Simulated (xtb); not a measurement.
xtb 6.7.1, GFN2-xTB: O=C(c1ccc2ccccc2c1)c1scc2c1OCCO2, 33 atoms. The geometry is a generated start, not checked to be a minimum at this level.

| Quantity | Result |
|---|---|
| method | GFN2-xTB |
| --acc | 1 (default) |
| --etemp (K) | 300 (default) |
| detailed input (--input) | none: ANC optimiser, Lindh (1995) Hessian, microcycle=20, maxdispl=1.0, hlow=0.01 (default) |
| basis functions | 102 |
| valence electrons | 104 |

The structure is relaxed from this start with --opt LEVEL for the levels crude, sloppy, loose, lax, normal, tight, vtight, extreme, once each. Up to the end of the extreme run atoms move by at most 0.45 Å along an axis.

**Question.** Choose the cheapest level whose final energy lies within 5 meV of that of extreme.

**Answer.** lax: 16 cycles against 44, ending 2.3 meV above.

```json
[
 {"level": "crude", "cycles": "4", "energy above the extreme run (meV)": "25", "gradient norm (eV/Å)": "0.23"},
 {"level": "sloppy", "cycles": "6", "energy above the extreme run (meV)": "18", "gradient norm (eV/Å)": "0.20"},
 {"level": "loose", "cycles": "10", "energy above the extreme run (meV)": "11", "gradient norm (eV/Å)": "0.13"},
 {"level": "lax", "cycles": "16", "energy above the extreme run (meV)": "2.3", "gradient norm (eV/Å)": "0.051"},
 {"level": "normal", "cycles": "22", "energy above the extreme run (meV)": "0.93", "gradient norm (eV/Å)": "0.014"},
 {"level": "tight", "cycles": "32", "energy above the extreme run (meV)": "0.13", "gradient norm (eV/Å)": "0.0060"},
 {"level": "vtight", "cycles": "44", "energy above the extreme run (meV)": "under 0.01", "gradient norm (eV/Å)": "0.0020"},
 {"level": "extreme", "cycles": "44", "energy above the extreme run (meV)": "—", "gradient norm (eV/Å)": "0.0020"}
]
```
